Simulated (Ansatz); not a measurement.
**Co on the (0001) surface of wurtzite GaN (2x2 with 3 H on 4 top atoms; a constructed slab, bottom: 3 H on 4 bottom sites), one in a cell of 36 Å², started at the site 'hollow H'**

Host crystal: wurtzite GaN, with a band gap (PBE, scalar-relativistic without spin-orbit coupling).

The numbers are results of PBE (plane waves to 420 eV, PAW; Ansatz, a first-principles code), not measurements.

Set-up: 47 atoms, 13.8 Å thick at the start with caps and adatoms under the adsorbate (thin: gaps and levels are the slab's own); mesh 4x4x1; 0.01 eV smearing; dipole correction on; 23 atoms held, the rest relaxed; no symmetry held; spin-polarised, ending with about 3.0 μB a cell; orders that need a larger cell were not tried, no spin-orbit, no U, no dispersion correction. At the end it is bonded to 3 Ga + 2 H. In PBE it is, or lies within 0.03 eV of, the lowest of the starts that converged.

```yaml
adsorption energy against an atom of hcp Co, ferromagnetic: 2.18 eV
gap_of_the_slab_on_its_k_mesh: 0.55 eV
highest_filled_level_below_the_top_vacuum_level: 4.57 eV
change_of_the_step_from_the_bottom_to_the_top_vacuum_level_against_the_clean_slab: -1.02 eV
energy_released_by_relaxation: 1.71 eV
height of the binding atom over the mean of the host atoms within 0.3 Å of the top one: 0.012 Å
magnetic_moment_of_the_cell: 3.00 μB
nearest_host_atoms_of_the_binding_atom: H at 1.68 Å, H at 1.68 Å, Ga at 2.40 Å
largest_move_of_a_host_atom: 0.45 Å
caution: the clean host was not checked against rearrangement in a larger or rattled cell
note: in the relaxation the adsorbate left its starting site by 0.9 Å
```

A negative adsorption energy means that the adsorbate is more stable on the surface than in its reference.
